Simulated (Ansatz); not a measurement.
WGe2 (Pnma, No. 62, 12 atoms in the cell; start mp-1101810)

Calculation: r²SCAN-D4 in Ansatz (plane waves, PAW).

Numerical settings: plane-wave cutoff 500 eV, 6×12×6 k mesh (along the axes of the cell as run), Fermi–Dirac smearing 0.05 eV, no spin polarisation, scalar-relativistic PAW data made under PBE.

Cell (relaxed at this level):

```cif
data_Ge8W4
_chemical_formula_sum 'Ge8 W4'
_space_group_name_H-M_alt 'Pnma'
_space_group_IT_number 62
_space_group_name_Hall '-P 2ac 2n'
_cell_length_a 6.35981
_cell_length_b 3.45488
_cell_length_c 8.52113
_cell_angle_alpha 90.000
_cell_angle_beta 90.000
_cell_angle_gamma 90.000
loop_
_atom_site_label
_atom_site_type_symbol
_atom_site_symmetry_multiplicity
_atom_site_Wyckoff_symbol
_atom_site_fract_x
_atom_site_fract_y
_atom_site_fract_z
_atom_site_occupancy
Ge1 Ge 4 c 0.36635 0.25000 0.45980 1
Ge2 Ge 4 c 0.06457 0.75000 0.36880 1
W1 W 4 c 0.25139 0.25000 0.17069 1
```

band gap: none

Note: the relaxation could not lower the start's symmetry, so the cell can be a saddle point above a distorted one.

Spin–orbit coupling is not included.

Computed values are for the static lattice.

Computing time: roughly 16 core-minutes.

A start named mp-… is a Materials Project structure, which need not be a measured phase.

Ansatz is a first-principles code.
